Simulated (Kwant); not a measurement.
GaN/Al0.2Ga0.8N stack with 2 barriers

Model system: GaN/Al0.2Ga0.8N stack with 2 barriers. One parabolic valley. Leads of mass 0.2 mₑ with the band edge at 0; grid 0.1 nm; bias swept from 0.014 to 0.4369 V, dropping linearly over the stack. Emitter Fermi level 0.053 eV, 4 K, equal in the collector.

```csv
layer,thickness (nm),band offset (eV),mass (mₑ)
1,1,0.35,0.22
2,4.3,0,0.2
3,1,0.35,0.22
```

The device is made up for the run: typed textbook-type constants, with dimensions and the other settings drawn at random.

Kwant, one-band effective-mass tight-binding model in one dimension, coherent, no space charge, current by the Tsu-Esaki formula.

| bias (V) | J (A/cm²) |
|---|---|
| 0.01400 | 188000 |
| 0.03162 | 391000 |
| 0.04924 | 548000 |
| 0.06686 | 620000 |
| 0.08448 | 551000 |
| 0.1021 | 212000 |
| 0.1197 | 87000 |
| 0.1373 | 64900 |
| 0.1550 | 58400 |
| 0.1726 | 58000 |
| 0.1902 | 61800 |
| 0.2078 | 69500 |
| 0.2255 | 82100 |
| 0.2431 | 101000 |
| 0.2607 | 131000 |
| 0.2783 | 178000 |
| 0.2959 | 252000 |
| 0.3135 | 369000 |
| 0.3312 | 538000 |
| 0.3488 | 738000 |
| 0.3664 | 925000 |
| 0.3840 | 1050000 |
| 0.4017 | 1070000 |
| 0.4193 | 985000 |
| 0.4369 | 815000 |
